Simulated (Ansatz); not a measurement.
## BeTe under a change: Te → Mo

Base system: BeTe in the zinc blende structure (space group F-43m, No. 216; a = 5.657 Å).

One thing is altered: Mo takes the place of Te on all its sites; the structure is relaxed again.

Level of theory: r2SCAN (Ansatz, an electronic-structure program; PAW; 500 eV plane waves; spin-orbit coupling left out), earlier PAW set. k-mesh 16×16×16 (Γ-centred); smearing 0.05 eV (Fermi–Dirac), for the changed cell.

The volume per atom shrinks by 6.88 Å³ (22.63 Å³ → 15.75 Å³) and the density rises by 0.52 g/cm³ (5.01 g/cm³ → 5.53 g/cm³). The space group stays F-43m (No. 216) and the shortest interatomic distance falls by 27.87 pm, from 244.9 pm to 217.1 pm. The band gap changes from 2.38 eV to zero.

Final structure:

```xyz
2
Lattice="0.0000 2.5066 2.5066 2.5066 0.0000 2.5066 2.5066 2.5066 0.0000" Properties=species:S:1:pos:R:3 pbc="T T T"
Mo     1.2533     1.2533     1.2533
Be     0.0000     0.0000     0.0000
```

Cost of the whole job for the changed cell (relaxation, final SCF and bands): very roughly 30 core-seconds.

With Te present, leaving out spin-orbit coupling can change the band edges. Stability against distortions was not tested. As relaxed here, BeMo is a hypothetical phase, not in the database extracts checked. All final runs are without spin polarisation. BeMo has a high density of states at the Fermi level and may be magnetic at this level.
